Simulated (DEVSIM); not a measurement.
Device: Al/SiO2/p-Ge capacitor, at 300 K.

```tsv
layer (left to right)	material	thickness (nm)	Na (cm⁻³)
1	SiO2	8.30	-
2	Ge	1100	2.7e17
```

Metal gate on the left, work function 4.1 eV. Fixed charge at the semiconductor interface 5e10 cm⁻² (in units of +e); no interface traps.

This is a model device: material constants are rounded textbook-type values typed into the input, and sizes, dopings and lifetimes were drawn at random. Values at 300 K.

```tsv
parameter	SiO2	Ge
gap (eV)	9	0.664
affinity (eV)	0.9	4
permittivity	3.9	16
Nc (cm⁻³)	-	1.04e19
Nv (cm⁻³)	-	6e18
```

Model (solved in DEVSIM): 1D Poisson equation in equilibrium, Boltzmann statistics, complete ionisation; no quantum confinement or tunnelling. Metal contacts follow the ideal Schottky-Mott rule: no Fermi-level pinning, no interface dipoles.

Base results: capacitance of the dielectric stack (μF/cm²) 0.416; flat-band voltage (V) -0.50; threshold voltage (band bending 2φF) (V) 0.57; minimum of the low-frequency capacitance (μF/cm²) 0.173.

Question: What follows from this one change: fixed charge 5e+10 → 1.1e+12 cm^-2?

Answer: capacitance of the dielectric stack little changed (0.416 μF/cm²); flat-band voltage -0.50 → -0.91 V; threshold voltage (band bending 2φF) 0.57 → 0.17 V; minimum of the low-frequency capacitance little changed (0.173 μF/cm²).

Question: What follows from this one change: substrate doping 2.7e+17 → 2.7e+16 cm^-3?

Answer: capacitance of the dielectric stack little changed (0.416 μF/cm²); flat-band voltage -0.50 → -0.44 V; threshold voltage (band bending 2φF) 0.57 → 0.09 V; minimum of the low-frequency capacitance 0.173 → 0.0886 μF/cm².

Question: What follows from this one change: SiO2 thickness 0.0083 → 0.0046 μm?

Answer: capacitance of the dielectric stack 0.416 → 0.751 μF/cm²; flat-band voltage little changed (-0.49 V); threshold voltage (band bending 2φF) 0.57 → 0.32 V; minimum of the low-frequency capacitance 0.173 → 0.212 μF/cm².
